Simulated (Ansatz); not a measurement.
The starting structures come from a database of crystals and need not be the phases stable at ambient conditions.

## Evanescent states of SnH₈(NCl₃)₂ (Fm-3m, 17 atoms a cell, 14.7 Å³ an atom) along the normal of (001)

All values below come from r2SCAN (plane waves, PAW; Ansatz, a first-principles code).

No gap correction and no spin-orbit coupling; mid-gap is the computed energy nearest the middle.

Energies count from the valence-band top; κ is the least over a 4×4 mesh across the current.

| E (eV) | κ (1/Å) | where |
|---|---|---|
| 0.07 | 0.129 | Γ |
| 0.21 | 0.218 | Γ |
| 0.35 | 0.276 | Γ |
| 0.49 | 0.309 | Γ |
| 0.63 | ___ | Γ |
| 0.77 | 0.309 | Γ |
| 0.91 | 0.309 | Γ |
| 1.05 | ___ | Γ |
| 1.19 | ___ | Γ |
| 1.33 | ___ | Γ |
| 1.47 | ___ | Γ |
| 1.61 | ___ | Γ |
| 1.75 | ___ | Γ |
| 1.89 | ___ | Γ |
| 2.03 | ___ | Γ |
| 2.17 | 0.218 | Γ |
| 2.31 | 0.190 | Γ |
| 2.45 | 0.153 | Γ |
| 2.59 | 0.096 | Γ |

Q: Complete the blanks.

A: 
- 0.63, κ (1/Å): 0.308
- 1.05, κ (1/Å): 0.308
- 1.19, κ (1/Å): 0.304
- 1.33, κ (1/Å): 0.299
- 1.47, κ (1/Å): 0.292
- 1.61, κ (1/Å): 0.283
- 1.75, κ (1/Å): 0.272
- 1.89, κ (1/Å): 0.258
- 2.03, κ (1/Å): 0.240
